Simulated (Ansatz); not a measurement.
# A self-consistent single point of Sr4Bi2O (I4mm, 7 atoms in the cell) with Ansatz

Computed with PBEsol, default PAW files made with PBE (plane waves; Ansatz, a first-principles code).

Input as run:

Ansatz 0.2 input:
```yaml
# Sr4Bi2O
crystal:
  lattice:
    - [-2.515020, 2.515020, 8.826085]
    - [2.515020, -2.515020, 8.826085]
    - [2.515020, 2.515020, -8.826085]
  atoms:
    - { symbol: Sr, position_ang: [-0.000000, 0.000000, 14.739032] }
    - { symbol: Sr, position_ang: [-0.000000, 0.000000, 3.004929] }
    - { symbol: Sr, position_ang: [0.000000, 2.515020, 8.792193] }
    - { symbol: Sr, position_ang: [2.515020, 0.000000, 8.792193] }
    - { symbol: Bi, position_ang: [0.000000, -0.000000, 11.258201] }
    - { symbol: Bi, position_ang: [0.000000, -0.000000, 6.359371] }
    - { symbol: O, position_ang: [0.000000, -0.000000, 17.479179] }
kpoints:
  mp_grid: { grid: [6, 6, 6] }
hamiltonian:
  xc: pbesol
  pseudopotentials: { kind: paw }
scf:
  occupations: { method: fermi_dirac, width: 0.0037 Ry }
output:
  forces: true
  eigenvalues: true
  stress: true
```

Output, abridged:

```
WARN basis.ecutwfc = 420 eV, the default
WARN ansatz: RAYON_NUM_THREADS=1 ignored (pool sized by the plan → 1); use --threads N
basis.fft_grid_basis auto: the FFT boxes are laid along the combinations [[1, 0, 1], [0, 1, 1], [0, 0, 1]] of the cell's own vectors, 5.030, 5.030 and 9.516 Å …
Pseudopotentials: kind: paw
Pseudopotential: Sr, paw, valence charge 10
Pseudopotential: Bi, paw, valence charge 15
Pseudopotential: O, paw, valence charge 6
Crystal: 7 atoms, lattice volume = 223.311 Å³
Basis set: ecut = 420 eV, 4321 PW (Γ), FFT grids on a1+a3, a2+a3, a3, exchange–correlation on 72×72×128 points (8 copies of the dense FFT grid, shifted against one another)
Bands: 46, of which v1, the nominal top of the filled ones, is band 38 counted from 1 (37 counted from 0)
Symmetry: 8 space group operations
Space group: I4mm (ITA 107), of the structure as read, at distance tolerance 6.1e-5 Å
k-points: 30 of 216 (time reversal used)
PAW frozen core: Sr, regenerated for the run's functional, and the local potential with it
PAW frozen core: Bi, regenerated for the run's functional, and the local potential with it
PAW frozen core: O, regenerated for the run's functional, and the local potential with it
Initial density: superposition of atomic densities (neutral atoms: chi_scale 0, normalization atom), corrected by the library's trained network
Initial wavefunctions: pseudopotential atomic-orbital guess
Eigensolver: davidson
Functional: x = pbesol(κ = 0.804, μ = 0.12345679012345678), c = pbesol(β = 0.046)
SCF iter   1: F=—  HF=-39021.883463 eV  |F-HF|=—  |Δ(HF+E_count)|=         —  Δρ=7.75e-3  dr2=1.51e-1  ethr=1.77e-3  ⟨swp⟩=14.1  Hψ=8207  notcnv=0
all-band conjugate gradients solve this SCF's bands
preconditioner: auto → Resta (q_TF=auto, 2.280 Å⁻¹)
SCF iter   2: F=—  HF=-39021.860329 eV  |F-HF|=—  |Δ(HF+E_count)|=   2.31e-2  Δρ=4.22e-3  dr2=2.85e-2  ethr=1.98e-4  ⟨swp⟩=3.0  Hψ=2720  notcnv=0  defer=52
SCF iter   3: F=—  HF=-39021.854794 eV  |F-HF|=—  |Δ(HF+E_count)|=   5.53e-3  Δρ=9.20e-4  dr2=2.96e-3  ethr=3.75e-5  ⟨swp⟩=2.0  Hψ=2089  notcnv=0  defer=52
SCF iter   4: F=—  HF=-39021.854242 eV  |F-HF|=—  |Δ(HF+E_count)|=   5.52e-4  Δρ=1.63e-4  dr2=1.22e-4  ethr=3.90e-6  ⟨swp⟩=2.1  Hψ=1703  notcnv=0  defer=52
SCF iter   5: F=—  HF=-39021.854230 eV  |F-HF|=—  |Δ(HF+E_count)|=   1.14e-5  Δρ=5.26e-5  dr2=7.79e-6  ethr=1.61e-7  ⟨swp⟩=2.5  Hψ=2300  notcnv=0  defer=52
SCF iter   6: F=—  HF=-39021.854457 eV  |F-HF|=—  |Δ(HF+E_count)|=   2.26e-4  Δρ=1.87e-5  dr2=8.50e-7  ethr=1.02e-8  ⟨swp⟩=2.0  Hψ=2400  notcnv=0  defer=52
SCF iter   7: F=-39021.854457 eV  HF=-39021.854457 eV  |F-HF|=4.55e-9  |Δ(HF+E_count)|=   2.68e-7  Δρ=4.95e-6  dr2=7.40e-8  ethr=1.32e-10  ⟨swp⟩=13.4  Hψ=6986  notcnv=0
SCF 1 converged in 7 iterations: F = -39021.854457 eV  dr2 = 7.40e-8
SCF converged after 7 iterations
Free energy (F): -39021.854457 eV
Harris-Foulkes:  -39021.854457 eV  (|F-HF|=4.55e-9)
Internal energy: -39021.854452 eV  (E = F + TS)
E sigma→0 (E₀):  -39021.854454 eV
Entropy (-TS):   -0.000005 eV (-0.001 meV/atom)
Fermi energy:    8.424892 eV
--- Per-component energies (eV) ---
  E_band       = -620.858339
  E_kinetic    = 1762.572729
  E_local      = -6512.290603  (includes V_loc(G=0)·N_el)
  E_nonlocal   = 1980.072793
  E_hartree    = 1977.070717
  E_xc         = -1059.355073
  E_vxc        = -1027.582262  (∫ρ·V_xc dr)
  E_paw        = -31750.601267  (= ΣΔE_a)
  E_vpaw       = -777.776603  (= ΣTr[D̂ρ^β])
  E_aug_tail   = 0.001444  (compensation charges beyond the density's cutoff)
  E_ewald      = -5420.077373
  E_core_change = 0.752182  (= ΣΔE_core)
  E_smearing   = -0.000005  (= −TS)
  E_closure    = 0.000000  (closes the sum)
  Σ components = -39021.854457   (vs F -39021.854457, Δ=0.00e0)
--- Forces (eV/Å), atoms counted from 1 ---
  atom   1  Sr     0.00000000     0.00000000     0.08604660
  atom   2  Sr    -0.00000000     0.00000000    -0.00051300
  atom   3  Sr     0.00000000     0.00000000    -0.01645103
  atom   4  Sr    -0.00000000    -0.00000000    -0.01645103
  atom   5  Bi    -0.00000000     0.00000000    -0.04391006
  atom   6  Bi     0.00000000     0.00000000     0.04447187
  atom   7  O      0.00000000    -0.00000000    -0.05317564
  max |Σ_I F_I| component: 1.77e-5 eV/Å
--- Stress (GPa, compression-positive) ---
       -1.519864       0.000000      -0.000000
        0.000000      -1.519864      -0.000000
       -0.000000      -0.000000      -1.340947
  P = ⅓ Tr σ = -1.4602 GPa (-14.602 kbar)
  The stress holds the Pulay correction. Without it, at fixed plane waves, as pw.x and ABINIT print it: P = -1.5282 GPa
--- Band table (eV; the first three rows and the last of 30) ---
  k-point 0: bands = ["-27.6489", "-27.4227", "-26.8985", "-26.7923", "-13.3234", "-13.3222", "-13.3188", "-13.3188", "-13.3139", "-13.2800", "-13.2723", "-13.2712", "-13.2712", "-13.2625", "-9.7805", "-9.6695", "-9.6532", "-9.6532", "-9.4683", [...]
  k-point 1: bands = ["-27.6486", "-27.4223", "-26.8848", "-26.8052", "-13.3251", "-13.3223", "-13.3188", "-13.3186", "-13.3127", "-13.2803", "-13.2739", "-13.2712", "-13.2711", "-13.2612", "-10.0943", "-9.6930", "-9.6580", "-9.6474", "-9.4705", [...]
  k-point 2: bands = ["-27.6481", "-27.4216", "-26.8572", "-26.8306", "-13.3256", "-13.3218", "-13.3189", "-13.3187", "-13.3102", "-13.2799", "-13.2744", "-13.2711", "-13.2711", "-13.2587", "-10.5865", "-9.6861", "-9.6705", "-9.6620", "-9.4797", [...]
  k-point 29: bands = ["-27.6489", "-27.4227", "-26.8985", "-26.7923", "-13.3234", "-13.3220", "-13.3189", "-13.3189", "-13.3139", "-13.2801", "-13.2723", "-13.2711", "-13.2711", "-13.2625", "-9.7621", "-9.6861", "-9.6550", "-9.6550", "-9.4661", [...]
```

The run converged in 7 iterations.

The starting cell comes from a database of computed structures (which also holds hypothetical and non-ambient phases and stackings), without a prior relaxation at this level. Spin-orbit coupling is off. Ansatz's pressure includes its estimate of the finite-basis (Pulay) stress.
